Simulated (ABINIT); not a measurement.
Worked example: self-consistent single point of MnO₂ (P4_2/mnm, 6 atoms in the cell) in ABINIT.

Method of the run: PBE, norm-conserving pseudopotentials (PseudoDojo nc-sr-05 PBE standard) (plane waves; ABINIT 10.0.3).

The change in words: lattice scaled by 0.98. Reference geometry:
```
MnO2
1.0
    4.44442     0.00000     0.00000
    0.00000     4.44442     0.00000
    0.00000     0.00000     2.89575
Mn O
2 4
Cartesian
  0.00000   0.00000   0.00000
  2.22221   2.22221   1.44788
  1.35519   1.35519   0.00000
  3.08923   3.08923   0.00000
  0.86702   3.57741   1.44788
  3.57741   0.86702   1.44788
```
Moments meant for the start (each program seeds them in its own way; μB, in the order of the atoms Mn Mn O O O O): 4.0 4.0 0.0 0.0 0.0 0.0.

Reference input (self-consistent single point, DFT, PBE, plane waves, norm-conserving pseudopotentials (PseudoDojo nc-sr-05 PBE standard)): pseudos = [Mn.upf, O.upf]; ecut = 48 Ha; nsppol = 2; occopt = 7; tsmear = 0.272 eV; ngkpt = 5 5 7; nshiftk = 1; shiftk = 0 0 0; potentials = PseudoDojo nc-sr-05 PBE standard; nband = 40; kptopt = 1; nstep = 50. This run's input differs from it in these lines:

```diff
@@ -5,5 +5,5 @@
 rprim
-         4.4444240000    0.0000000000    0.0000000000
-         0.0000000000    4.4444240000    0.0000000000
-         0.0000000000    0.0000000000    2.8957510000
+         4.3555360000    0.0000000000    0.0000000000
+         0.0000000000    4.3555360000    0.0000000000
+         0.0000000000    0.0000000000    2.8378360000
 natom 6
@@ -14,7 +14,7 @@
          0.0000000000    0.0000000000    0.0000000000
-         4.1993720709    4.1993720709    2.7360881576
-         2.5609450637    2.5609450637    0.0000000000
-         5.8377990780    5.8377990780    0.0000000000
-         1.6384270072    6.7603171345    2.7360881576
-         6.7603171345    1.6384270072    2.7360881576
+         4.1153850830    4.1153850830    2.6813664133
+         2.5097264390    2.5097264390    0.0000000000
+         5.7210437269    5.7210437269    0.0000000000
+         1.6056586440    6.6251115220    2.6813664133
+         6.6251115220    1.6056586440    2.6813664133
 ecut 48
```

Output, abridged:

```
--- !BeginCycle
solver: {iscf: 7, nstep: 50, nline: 4, wfoptalg: 0, }
tolerances: {tolvrs: 1.00E-12, }
...

     iter   Etot(hartree)     deltaE(h) residm    vres2    magn
 ETOT  1  -282.85076391154    -2.83E+02 2.43E-01 6.90E+03 5.999
 ETOT  2  -267.08263663695     1.58E+01 3.51E-02 1.33E+05 0.614
 ETOT  3  -283.94043167754    -1.69E+01 4.89E-02 8.34E+02 5.868
 ETOT  4  -283.98731158408    -4.69E-02 2.38E-02 3.98E+02 5.922
 ETOT  5  -284.02966320181    -4.24E-02 2.90E-03 2.25E+01 5.921
   [... 7 lines left out ...]
 ETOT 13  -284.03221077585    -9.66E-12 1.43E-04 2.58E-09 5.944
 ETOT 14  -284.03221077585    -5.12E-13 1.12E-04 2.97E-10 5.944
 ETOT 15  -284.03221077585    -4.66E-12 1.03E-04 1.42E-11 5.944
 ETOT 16  -284.03221077586    -5.51E-12 6.90E-05 5.72E-13 5.944
 At SCF step   16       vres2   =  5.72E-13 < tolvrs=  1.00E-12 =>converged.

 Cartesian components of stress tensor (hartree/bohr^3)
  sigma(1 1)= -4.67684894E-04  sigma(3 2)=  0.00000000E+00
  sigma(2 2)= -4.67684894E-04  sigma(3 1)=  0.00000000E+00
  sigma(3 3)= -4.98975033E-04  sigma(2 1)=  0.00000000E+00

 Integrated electronic and magnetization densities in atomic spheres:
 Radius=ratsph(iatom), smearing ratsm=  0.0000. Diff(up-dn)=approximate z local magnetic moment.
 Atom    Radius    up_density   dn_density  Total(up+dn)  Diff(up-dn)
    1   2.00000     7.769986     5.148574     12.918561     2.621412
    2   2.00000     7.769986     5.148574     12.918561     2.621412
    3   2.00000     3.231390     3.100183      6.331573     0.131207
    4   2.00000     3.231390     3.100183      6.331573     0.131207
   [... lines left out ...]
 Total magnetization (from the atomic spheres):             5.767653
 Total magnetization (exact up - dn):                       5.944022
 Fermi (or HOMO) energy (hartree) =   0.27173   Average Vxc (hartree)=  -0.45430
 Fermi (or HOMO) energy (eV) =   7.39427   Average Vxc (eV)= -12.36205
   [... lines left out ...]
total_energy        : -2.84032210775858E+02
total_energy_eV     : -7.72890951602631E+03
band_energy         : -2.89557524707539E+01
...

-Cartesian components of stress tensor (GPa)         [Pressure=  1.4067E+01 GPa]
- sigma(1 1)= -1.37597623E+01  sigma(3 2)=  0.00000000E+00
- sigma(2 2)= -1.37597623E+01  sigma(3 1)=  0.00000000E+00
- sigma(3 3)= -1.46803498E+01  sigma(2 1)=  0.00000000E+00

 Calculation completed.
```

The run converged in 16 iterations. Against the reference run the free energy rises by 20.8 meV/atom, the pressure goes from -1.37 to 14.07 GPa, the largest force goes from 0.124 to 0.135 eV/Å and the size of the net moment moves little (1.00 to 0.99 μB/atom).

The starting cell comes from a database of computed structures (which also holds hypothetical and non-ambient phases and stackings), without a prior relaxation at this level. Its lattice was rescaled by a random factor within 2.5 % of one. For this run, on top of that: lattice scaled by 0.98. The magnetic order is the one reached from the typed start; others were not searched systematically. With a pressure of about 14 GPa the cell is away from its equilibrium volume at this level.

Cost on one core of a shared machine: roughly 7 min.
